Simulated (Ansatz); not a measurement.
Partial pair distribution functions of a relaxed model of amorphous hafnium silicate (Si20Hf4O48), broadened by 0.06 Å; density 3.13 g/cm³. These are PBE, scalar-relativistic without spin-orbit coupling (plane waves to 420 eV, PAW; Ansatz, a first-principles code) values and carry that method's errors.

It comes from a melt-quench run on a machine-learned potential (CHGNet), relaxed afterwards by DFT. O atoms were pushed apart under 1.9 Å during the dynamics, to hinder bonds among them. The hot cell started wider than the set density and was brought back towards it in steps. It is the lowest in DFT energy of 2 quenches. It is a model cell: composition and starting density were chosen by hand, and all elements were melted together. No dispersion term was used. Its density started from a set value of 3.33 and ended at 3.13 g/cm³. Cooling (nominally 470 K/ps over its main leg) ran many orders faster than in experiment, which tends to leave more defects and strain. A cell of this size samples the disorder only roughly. Volume and shape were free in the relaxation.

```csv
r (Å),g Si-O,g Hf-O,g Si-Si,g O-O
1.35,0.00,0.00,0.00,0.00
1.45,0.32,0.00,0.00,0.00
1.55,7.61,0.00,0.00,0.00
1.65,15.89,0.00,0.00,0.00
1.75,3.10,0.02,0.00,0.00
1.85,0.06,1.11,0.00,0.00
1.95,0.00,6.40,0.00,0.00
2.05,0.00,6.72,0.00,0.00
2.15,0.00,3.07,0.00,0.00
2.25,0.00,2.96,0.00,0.00
2.35,0.00,2.14,0.00,0.05
2.45,0.00,0.38,0.00,0.57
2.55,0.00,0.46,0.00,2.98
2.65,0.00,0.10,0.01,5.43
2.75,0.00,0.05,0.37,3.67
2.85,0.01,0.35,1.43,1.45
2.95,0.13,0.15,2.83,0.74
3.05,0.29,0.08,3.99,0.58
3.15,0.29,0.30,4.38,0.64
3.25,0.59,0.07,1.65,0.78
3.35,0.63,0.00,0.08,0.54
3.45,0.99,0.08,0.00,0.50
3.55,1.21,0.52,0.00,0.46
3.65,1.26,0.46,0.10,0.40
3.75,1.39,0.71,0.30,0.65
3.85,1.50,1.02,0.41,0.84
3.95,1.60,1.29,0.58,0.89
4.05,1.66,2.05,0.29,0.73
4.15,1.83,2.63,0.15,0.75
4.25,1.81,1.80,0.61,0.70
4.35,1.50,1.33,0.93,0.68
4.45,0.99,1.62,0.64,0.91
4.55,0.72,1.40,0.80,1.05
4.65,0.67,0.84,0.99,1.02
4.75,0.75,0.73,1.32,1.06
4.85,0.63,1.14,1.59,1.28
```

Within 1.90 Å each Si has 4.00 O neighbours on average.
